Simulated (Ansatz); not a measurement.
Consider CdGeAs₂ in the chalcopyrite structure (space group I-42d, No. 122).

```xyz
8
Lattice="-2.9710 2.9710 5.6560 2.9710 -2.9710 5.6560 2.9710 2.9710 -5.6560" Properties=species:S:1:pos:R:3 pbc="T T T"
Cd     0.0000     0.0000     0.0000
Cd     0.0000     2.9710     2.8280
Ge     0.0000     0.0000     5.6560
Ge     2.9710     0.0000     2.8280
As     1.3354     1.4855     7.0700
As     1.4855    -1.3354     4.2420
As     1.6356     1.4855     1.4140
As     1.4855     4.3064    -1.4140
```

Cartesian axes are those of the cell as printed.

Computed with Ansatz (a first-principles code) PBEsol, no SOC.

It is then changed as follows: the cell is compressed by 1.50 % along z with no lateral relaxation; the atoms relax in the strained cell.

Task: Predict the new stress and energy relative to the base.

Result: The stress (xx, yy, zz, yz, xz, xy; compression positive) amounts to (0.77, 0.77, 1.22, 0.00, 0.00, 0.00) GPa; the energy rises by 1.4 meV/atom.

No phonon test of stability was made.
